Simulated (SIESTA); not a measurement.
Band structure of MoS2 (P6_3/mmc, 6 atoms in the cell).

```yaml
crystal:
  lattice:
    - [3.15039, 0.00000, 0.00000]
    - [-1.57519, 2.72832, 0.00000]
    - [0.00000, 0.00000, 13.03343]
  atoms:
    - { symbol: Mo, position: [0.00000, 0.00000, 0.25000] }
    - { symbol: Mo, position: [0.00000, 0.00000, 0.75000] }
    - { symbol: S, position: [0.33333, 0.66667, 0.36774] }
    - { symbol: S, position: [0.66667, 0.33333, 0.63226] }
    - { symbol: S, position: [0.66667, 0.33333, 0.86774] }
    - { symbol: S, position: [0.33333, 0.66667, 0.13226] }
```

Method of the run: GGA PBE, numerical atomic orbitals TZP, PseudoDojo PBE standard norm-conserving potentials (rewritten from UPF to PSML) run with SIESTA.

Settings: XC.functional = GGA; XC.authors = PBE; potentials = PseudoDojo PBE standard; PAO.BasisSize = TZP; PAO.EnergyShift = 0.005 Ry; MeshCutoff = 400 Ry; kgrid.MonkhorstPack = 8 8 2; OccupationFunction = FD; ElectronicTemperature = 10 K; MaxSCFIterations = 150; SCF.Mixer.Method = Pulay; SCF.Mixer.Weight = 0.25; SCF.Mixer.History = 6; SCF.DM.Tolerance = 1.0E-05.

The starting cell comes from a database of computed structures (which also holds hypothetical and non-ambient phases and stackings), without a prior relaxation at this level. Its lattice was rescaled by a random factor within 2.5 % of one. Values carry the incompleteness of an atom-centred basis.

Problem. Predict the gap along the standard path and the places of the band edges.

Solution. The gap along the path is 1.16 eV, from Γ to K; the smallest direct gap on it is 1.73 eV.

Levels in eV from the top of the valence band on the path, bands 23 to 27:
```tsv
point	23	24	25	26	27
Γ	-2.13	-1.39	-0.92	0.00	2.36
M	-1.54	-1.46	-1.30	-1.05	1.73
K	-2.71	-2.71	-0.57	-0.57	1.16
A	-2.13	-2.13	-0.28	-0.28	2.39
L	-1.50	-1.50	-1.13	-1.13	1.74
H	-2.70	-2.70	-0.57	-0.57	1.16
```

Higher empty bands are left out: an atom-centred basis made for the valence describes them poorly.
